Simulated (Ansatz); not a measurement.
Start from Y in the hcp (Mg type) structure (space group P6_3/mmc, No. 194; a = 3.652 Å, c = 5.703 Å; relaxed with 0.1 eV smearing).

Structures relaxed with PBE in Ansatz (plane waves to 420 eV, PAW, scalar-relativistic without spin-orbit coupling).

Base:

Simulated powder pattern, Co Kα, λ = 1.79026 Å (kinematic, ideal powder, no thermal factors, no anomalous dispersion; the 14 strongest lines at most, above 2 %, up to 2θ = 90°):

| 2θ (°) | I/Imax (%) | hkl |
|---|---|---|
| 32.88 | 24 | (100) |
| 36.59 | 24 | (002) |
| 37.76 | 100 | (101) |
| 50.00 | 15 | (102) |
| 58.70 | 19 | (110) |
| 66.65 | 19 | (103) |
| 68.94 | 2.9 | (200) |
| 71.19 | 21 | (112) |
| 71.94 | 16 | (201) |
| 77.78 | 2.8 | (004) |
| 80.67 | 3.9 | (202) |
| 87.05 | 3.3 | (104) |

One thing is altered: the cell is scaled by 1.0050 in all directions, atoms relaxed at fixed cell.

Problem. How do the reflections move or split?

Solution. 
Simulated powder pattern, Co Kα, λ = 1.79026 Å (kinematic, ideal powder, no thermal factors, no anomalous dispersion; the 14 strongest lines at most, above 2 %, up to 2θ = 90°):

```csv
2θ (°),d (Å),I/Imax (%),hkl
32.71,3.179,24,(100)
36.40,2.866,24,(002)
37.57,2.780,100,(101)
49.74,2.128,15,(102)
58.38,1.835,19,(110)
66.27,1.638,19,(103)
68.55,1.589,2.9,(200)
70.79,1.546,22,(112)
71.53,1.532,16,(201)
77.32,1.433,2.8,(004)
80.18,1.390,3.9,(202)
86.51,1.306,3.3,(104)
```

The indices refer to the base's conventional cell; one index is shown for lines that coincide.

The cells carry an imposed strain or load. Whether these cells are dynamically stable was not tested. The final runs are not spin-polarised.

Ansatz is a program for electronic structure.
